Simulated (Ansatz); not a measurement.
Base system: NiSi₂ (space group Fm-3m, No. 225; a = 5.387 Å; non-magnetic).

All numbers come from Kohn–Sham DFT with the r2SCAN functional, run in Ansatz (a first-principles code) with PAW and 500 eV plane waves, spin-orbit coupling left out.

Before the change:

| Quantity | Value |
|---|---|
| Shortest interatomic distance | 2.333 Å |

The change: a negative pressure, −1 GPa.

Task: Estimate the effect on the shortest interatomic distance.

Result: The shortest interatomic distance grows by 0.0048 Å to 2.337 Å.

Load acts through the strain it causes; cell and atoms are relaxed under it. Whether these cells are dynamically stable was not tested. Seeded moments were not kept for the base. The final runs are not spin-polarised.
